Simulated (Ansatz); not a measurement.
L1₂ (Cu3Au-type) Pt3Ti, treated with r²SCAN in Ansatz (PAW).

Run with plane-wave cutoff 560 eV, 14×14×14 k mesh, Fermi–Dirac smearing 0.05 eV, no spin polarisation, scalar-relativistic PAW data made under PBE.

Cell (relaxed at this level):

```cif
data_Pt3Ti
_chemical_formula_sum 'Ti1 Pt3'
_space_group_name_H-M_alt 'Pm-3m'
_space_group_IT_number 221
_space_group_name_Hall '-P 4 2 3'
_cell_length_a 3.92102
_cell_length_b 3.92102
_cell_length_c 3.92102
_cell_angle_alpha 90.000
_cell_angle_beta 90.000
_cell_angle_gamma 90.000
loop_
_atom_site_label
_atom_site_type_symbol
_atom_site_symmetry_multiplicity
_atom_site_Wyckoff_symbol
_atom_site_fract_x
_atom_site_fract_y
_atom_site_fract_z
_atom_site_occupancy
Ti1 Ti 1 a 0.00000 0.00000 0.00000 1
Pt1 Pt 3 c 0.00000 0.50000 0.50000 1
```

Question: Predict the bulk modulus and pressure derivative B′ of the bulk modulus.

Answer: 
- bulk modulus: 258 GPa
- pressure derivative B′ of the bulk modulus: 5.0

The run finds no gap.

Spin–orbit coupling is not included.

The result took very roughly 4 core-minutes.

Ansatz is a quantum-chemistry and plane-wave program.
